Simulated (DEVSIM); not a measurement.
Structure: abrupt Si n-p junction, at 300 K.

Layer 1 from the left is Si, thickness (μm) 0.670, Nd (cm⁻³) 2e18, τn (s) 1.8e-6, τp (s) 1.8e-6. Layer 2 from the left is Si, thickness (μm) 7.00, Na (cm⁻³) 1.2e17, τn (s) 1.8e-6, τp (s) 1.8e-6.

Left contact: ohmic. Right contact: ohmic. Voltage is applied to the left contact. Recombination: SRH at mid-gap. Mobility is constant in doping.

Constants are typed, rounded textbook-type inputs, not results; the design itself was drawn at random and stands for no fabricated device. Values at 300 K.

Si: gap (eV) 1.124, affinity (eV) 4.05, permittivity 11.7, Nc (cm⁻³) 2.86e19, Nv (cm⁻³) 3.1e19, μn (cm²/Vs) 1417, μp (cm²/Vs) 470.

### Question
Estimate by hand the built-in potential, the peak field at zero bias, the capacitance at 0.3 V, and compare with a numerical solution.

### Answer

- Built-in potential: ni = √(Nc Nv) exp(−Eg/2kT) = 1.08e10 cm⁻³ with Eg = 1.124 eV; Vbi = kT/q ln(Na Nd/ni²) = 0.912 V; numerical 0.912 V.
- Peak field at zero bias: depletion approximation: W = √(2εVbi/(qN)) = 0.102 μm with N = 1.13e17 cm⁻³; field = 2Vbi/W = 179000 V/cm; numerical 176000 V/cm (estimate above by 1.4 %).
- Capacitance at 0.3 V: C = √(qεN / 2(Vbi + |V|)) = 88.1 nF/cm²; numerical 90.1 nF/cm² (estimate below by 2.2 %).

Model (solved in DEVSIM): 1D drift-diffusion, Boltzmann statistics, complete ionisation; no tunnelling, impact ionisation, image-force lowering or self-heating.
